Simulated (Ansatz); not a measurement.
Terminations of the (100) surface of fcc Cu, measured from the surface 'clean 1x1'. Atoms come from or go to: Cu: fcc Cu, F: ½ F2(g), Ga: alpha gallium, Ge: germanium, Mo: bcc Mo, Os: hcp Os, Pb: fcc Pb, Pd: fcc Pd, Rh: fcc Rh, Te: trigonal Te. ΔE is the energy of forming the row's surface from that one (negative: more stable at these reservoirs); the vacuum level's shift is aligned on the shared bottom. No zero-point or thermal terms. These are constructed structures in small cells; real faces may alloy, dewet or reconstruct in larger ones, and not all known structures of the face are among them. Slabs of about 9 Å with all that they carry, Fermi-Dirac smearing of 0.1 eV. Bottom of the slabs: a bare face, its two planes held. Relaxed from the named starts with such symmetry as they have, on meshes of like density; energies extrapolated to zero smearing; no spin-orbit coupling, no U. Spin-polarised runs, if any, are marked in brackets, and their order is one that fits the cell; the others ran without spin. A dash marks a value that is undefined for that row (no clear gap, or no work function of a gapped slab) or was not read reliably on its mesh.

Computed with PBE (plane waves to 420 eV, PAW; Ansatz, an electronic-structure program).

| surface | atoms added per 1x1 | ΔE per 1x1 (eV) | shift of the vacuum level (eV) | work function (eV) |
|---|---|---|---|---|
| a layer of Ga in place of the third plane | -1 Cu, +1 Ga | ___ | 0.03 | 4.50 |
| a layer of Pd in place of the second plane | -1 Cu, +1 Pd | -0.05 | 0.16 | 4.69 |
| one row in 3 of the top plane missing | -0.333 Cu | ___ | -0.14 | 4.38 |
| a pseudomorphic layer of Os in the host's stacking | +1 Os | 1.39 | 1.03 | 5.55 |
| c(2x2) surface alloy, Ga on one Cu site of the top plane | -0.5 Cu, +0.5 Ga | -0.35 | -0.10 | 4.45 |
| c(2x2) surface alloy, Ge on one Cu site of the top plane | -0.5 Cu, +0.5 Ge | -0.25 | 0.05 | 4.59 |
| c(2x2) layer of Te, one a cell, on the site that continues the host's stacking | +0.5 Te | ___ | -0.12 | 4.43 |
| a pseudomorphic layer of Rh in the host's stacking | +1 Rh | ___ | 0.69 | 5.22 |
| c(2x2) layer of F, one a cell, on the site that continues the host's stacking | +0.5 F | -1.38 | 1.59 | 6.15 |
| c(2x2) surface alloy, Pb on one Cu site of the top plane | -0.5 Cu, +0.5 Pb | -0.27 | -0.79 | 3.75 |
| a layer of Mo in place of the second plane | -1 Cu, +1 Mo | 0.63 | -0.40 | 4.21 |
| a layer of Os in place of the second plane | -1 Cu, +1 Os | 1.09 | 0.23 | 4.81 |

Fill in the missing entries.


- a layer of Ga in place of the third plane, ΔE per 1x1 (eV): 0.05
- one row in 3 of the top plane missing, ΔE per 1x1 (eV): 0.10
- c(2x2) layer of Te, one a cell, on the site that continues the host's stacking, ΔE per 1x1 (eV): -0.52
- a pseudomorphic layer of Rh in the host's stacking, ΔE per 1x1 (eV): 0.49
